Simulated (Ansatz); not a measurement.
# Hf3Ge2 (P4/mbm, No. 127; cell taken from a computed entry)

Computed with PBEsol in Ansatz (PAW).

Run with plane-wave cutoff 500 eV, 6×6×10 k mesh (along the axes of the cell as run), Fermi–Dirac smearing 0.05 eV, scalar-relativistic PAW data made under PBE.

Cell (relaxed at this level):

Hf3Ge2 has the tetragonal space group P4/mbm (No. 127), Pearson symbol tP10. Conventional cell: a = b = 7.083 Å, c = 3.651 Å, α = β = γ = 90.00°. Hf1 on 2a sees 4 Ge at 2.776 Å (square planar). Hf2 on 4h sees 6 Ge at 2.704–2.821 Å. Ge on 4g is coordinated by 1 Ge at 2.612 Å and 8 Hf at 2.704–2.821 Å. (Neighbours: up to the widest gap in distance over summed covalent radii, below 1.35, at either atom; cation-cation and far metal-metal contacts left out.)

```yaml
band_gap: zero (no gap)
```

Note: the relaxation could not lower the start's symmetry, so the cell can be a saddle point above a distorted one.

Spin–orbit coupling is not included.

Computed values are for the static lattice.

Ansatz is a first-principles code.
